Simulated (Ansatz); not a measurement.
**Ta: response to strain**

Take Ta in the bcc (W type) structure (space group Im-3m, No. 229; relaxed with 0.1 eV smearing) as the base.

```yaml
crystal:
  lattice:
    - [-1.65304, 1.65304, 1.65304]
    - [1.65304, -1.65304, 1.65304]
    - [1.65304, 1.65304, -1.65304]
  atoms:
    - { symbol: Ta, position: [0.00000, 0.00000, 0.00000] }
```

Cartesian axes are those of the cell as printed.

Strains are applied to the cell and any free atomic positions relax.

Method: r2SCAN in Ansatz (plane waves to 500 eV, PAW, no spin-orbit coupling).

Notes on the quantities. energy relative to the base: free energy F.

```json
[
 {"uniaxial strain ε_zz (%)": "-3", "energy relative to the base (meV/atom)": "14.7"},
 {"uniaxial strain ε_zz (%)": "-2.5", "energy relative to the base (meV/atom)": "10.1"},
 {"uniaxial strain ε_zz (%)": "-2", "energy relative to the base (meV/atom)": "6.4"},
 {"uniaxial strain ε_zz (%)": "-1.5", "energy relative to the base (meV/atom)": "3.6"},
 {"uniaxial strain ε_zz (%)": "-1", "energy relative to the base (meV/atom)": "?"},
 {"uniaxial strain ε_zz (%)": "-0.5", "energy relative to the base (meV/atom)": "0.4"},
 {"uniaxial strain ε_zz (%)": "0", "energy relative to the base (meV/atom)": "0.0"}
]
```

Q: Fit ΔE = Aε² + Bε³ (ε in %) to the rows shown and predict the withheld row.

A: Least squares on the printed values gives A = 1.55 and B = -0.029 meV/atom (largest residual 0.0 meV/atom); this predicts 1.6 meV/atom, and the run gives 1.6 meV/atom, in agreement.

Stability against distortions was not tested. The final runs are not spin-polarised.

Ansatz is a quantum-chemistry and plane-wave program.
